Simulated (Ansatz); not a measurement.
ZnS (R3m, No. 160, 36 atoms in the cell; start mp-1196782; a measured phase of this formula has another space group) was calculated with r²SCAN in Ansatz (plane waves, PAW).

Settings: plane-wave cutoff 560 eV, 8×8×8 k mesh, Fermi–Dirac smearing 0.01 eV, scalar-relativistic PAW data made under PBE.

Cell (relaxed at this level):

```cif
data_S18Zn18
_chemical_formula_sum 'Zn18 S18'
_space_group_name_H-M_alt 'P 1'
_space_group_IT_number 1
_cell_length_a 56.07150
_cell_length_b 56.07150
_cell_length_c 56.07150
_cell_angle_alpha 3.894
_cell_angle_beta 3.894
_cell_angle_gamma 3.894
loop_
_space_group_symop_operation_xyz
  'x, y, z'
loop_
_atom_site_label
_atom_site_type_symbol
_atom_site_fract_x
_atom_site_fract_y
_atom_site_fract_z
_atom_site_occupancy
Zn1 Zn 0.99997 0.99997 0.99997 1
Zn2 Zn 0.94444 0.94444 0.94444 1
Zn3 Zn 0.88890 0.88890 0.88890 1
Zn4 Zn 0.83336 0.83336 0.83336 1
Zn5 Zn 0.77780 0.77780 0.77780 1
Zn6 Zn 0.72223 0.72223 0.72223 1
Zn7 Zn 0.64813 0.64813 0.64813 1
Zn8 Zn 0.59259 0.59259 0.59259 1
Zn9 Zn 0.53705 0.53705 0.53705 1
Zn10 Zn 0.48151 0.48151 0.48151 1
Zn11 Zn 0.40741 0.40741 0.40741 1
Zn12 Zn 0.35185 0.35185 0.35185 1
Zn13 Zn 0.29628 0.29628 0.29628 1
Zn14 Zn 0.24075 0.24075 0.24075 1
Zn15 Zn 0.18521 0.18521 0.18521 1
Zn16 Zn 0.12967 0.12967 0.12967 1
Zn17 Zn 0.09259 0.09259 0.09259 1
Zn18 Zn 0.03705 0.03705 0.03705 1
S1 S 0.98609 0.98609 0.98609 1
S2 S 0.93055 0.93055 0.93055 1
S3 S 0.87501 0.87501 0.87501 1
S4 S 0.81948 0.81948 0.81948 1
S5 S 0.76389 0.76389 0.76389 1
S6 S 0.70835 0.70835 0.70835 1
S7 S 0.63425 0.63425 0.63425 1
S8 S 0.57871 0.57871 0.57871 1
S9 S 0.52317 0.52317 0.52317 1
S10 S 0.46763 0.46763 0.46763 1
S11 S 0.39353 0.39353 0.39353 1
S12 S 0.33794 0.33794 0.33794 1
S13 S 0.28240 0.28240 0.28240 1
S14 S 0.22686 0.22686 0.22686 1
S15 S 0.17132 0.17132 0.17132 1
S16 S 0.11579 0.11579 0.11579 1
S17 S 0.07871 0.07871 0.07871 1
S18 S 0.02317 0.02317 0.02317 1
```

### Question
Predict the band gap.

### Answer

band gap: 2.71 eV (on the SCF k mesh)

Note: the relaxation could not lower the start's symmetry, so the cell can be a saddle point above a distorted one.

Computed values are for the static lattice.

A start named mp-… is a Materials Project structure, which need not be a measured phase.

Ansatz is an electronic-structure program.
